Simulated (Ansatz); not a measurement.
A calculation on corundum Ga2O3 (metastable phase) returned lattice constant a 5.083 Å, lattice parameter c 13.655 Å.

For reference: lattice constant a 4.982 Å (measured, temperature not stated, no zero-point or thermal correction; as tabulated in Marezio, Remeika, J. Chem. Phys. 46, 1862 (1967) (COD 1538347)); lattice parameter c 13.433 Å (measured, temperature not stated, not corrected to a static lattice; as tabulated in Marezio, Remeika, J. Chem. Phys. 46, 1862 (1967) (COD 1538347)).

### Question
Which level of theory produced these numbers?
(A) rVV10 (Ansatz, a quantum-chemistry and plane-wave program)
(B) PBE-D3(BJ) (Ansatz)
(C) LDA (Ansatz)
(D) PBE0 (Ansatz)

### Answer
A, rVV10 (Ansatz)

The others give: LDA 4.950 Å, 13.306 Å; PBE0 4.981 Å, 13.439 Å; PBE-D3(BJ) 5.032 Å, 13.530 Å.

Unless a cell is named, each level is at its own relaxed cell (LDA 9.41, PBE-D3(BJ) 9.89, PBE0 9.62, rVV10 10.19 Å³/atom).

Ansatz's density-functional and Hartree–Fock values are scalar-relativistic unless marked +SOC, with PAW data made under PBE.
